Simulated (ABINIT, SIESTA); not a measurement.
An ABINIT input for a self-consistent single point of CdTe (F-43m, 2 atoms in the cell) (DFT, PBEsol, plane waves, PAW (JTH v2.0 PBE PAW, files made for PBE)):

```
# CdTe, JTH v2.0 PBE PAW
pp_dirpath "./"
pseudos "Cd.GGA_PBE-JTH.xml, Te.GGA_PBE-JTH.xml"
acell 4.6555358930 4.6555358930 4.6555358930 Angstrom
rprim
         0.0000000000    0.7071067812    0.7071067812
         0.7071067812    0.0000000000    0.7071067812
         0.7071067812    0.7071067812    0.0000000000
natom 2
ntypat 2
znucl 48 52
typat 1 2
xcart
         0.0000000000    0.0000000000    0.0000000000
         3.1104523515    3.1104523515    3.1104523515
ecut 40 Ry
pawecutdg 80 Ry
pawxcdev 0
ixc -116133
occopt 1
nband 12
kptopt 1
ngkpt 9 9 9
nshiftk 1
shiftk 0 0 0
nstep 100
tolvrs 1.0e-10
diemac 4
prtwf 0
prtden 0
prtvol 1
enunit 2
```

Question: Write the same calculation as an input for SIESTA.

Answer: This is the input that was run; spellings and numerical settings could be chosen otherwise.

```
# files in the folder: Cd.psml Te.psml (PseudoDojo PBEsol standard)
SystemName  CdTe
SystemLabel siesta

NumberOfAtoms                2
NumberOfSpecies              2
%block ChemicalSpeciesLabel
  1 48 Cd
  2 52 Te
%endblock ChemicalSpeciesLabel
LatticeConstant              1.0 Ang
%block LatticeVectors
     0.000000000    3.291961000    3.291961000
     3.291961000    0.000000000    3.291961000
     3.291961000    3.291961000    0.000000000
%endblock LatticeVectors
AtomicCoordinatesFormat      Ang
%block AtomicCoordinatesAndAtomicSpecies
     0.000000000    0.000000000    0.000000000  1
     1.645980500    1.645980500    1.645980500  2
%endblock AtomicCoordinatesAndAtomicSpecies

XC.functional                GGA
XC.authors                   PBEsol
PAO.BasisSize                TZP
PAO.EnergyShift              0.01 Ry
MeshCutoff                   400 Ry
%block kgrid.MonkhorstPack
    9   0   0  0.0
    0   9   0  0.0
    0   0   9  0.0
%endblock kgrid.MonkhorstPack
OccupationFunction           FD
ElectronicTemperature        10 K

MaxSCFIterations             150
SCF.Mixer.Method             Pulay
SCF.Mixer.Weight             0.1
SCF.Mixer.History            6
SCF.DM.Tolerance             1.0E-04
Diag.ParallelOverK           true
WriteForces                  true
```

Basis, cutoffs, solver keys and any potentials are the target program's own. This input uses DFT, GGA PBEsol, numerical atomic orbitals TZP, PseudoDojo PBEsol standard norm-conserving potentials (rewritten from UPF to PSML). Both were run: pressure -1.57 GPa in ABINIT and -3.68 in SIESTA; gap on the mesh 0.527 eV in ABINIT and 0.640 in SIESTA.

On SIESTA: the starting cell comes from a database of computed structures (which also holds hypothetical and non-ambient phases and stackings), without a prior relaxation at this level. Its lattice was rescaled by a random factor within 2.5 % of one. Spin-orbit coupling is off. Values carry the incompleteness of an atom-centred basis. With a pressure of about -4 GPa the cell is away from its equilibrium volume at this level.

On ABINIT: the starting cell comes from a database of computed structures (which also holds hypothetical and non-ambient phases and stackings), without a prior relaxation at this level. Its lattice was rescaled by a random factor within 2.5 % of one. Spin-orbit coupling is off. The potentials were made for another functional than the one used.
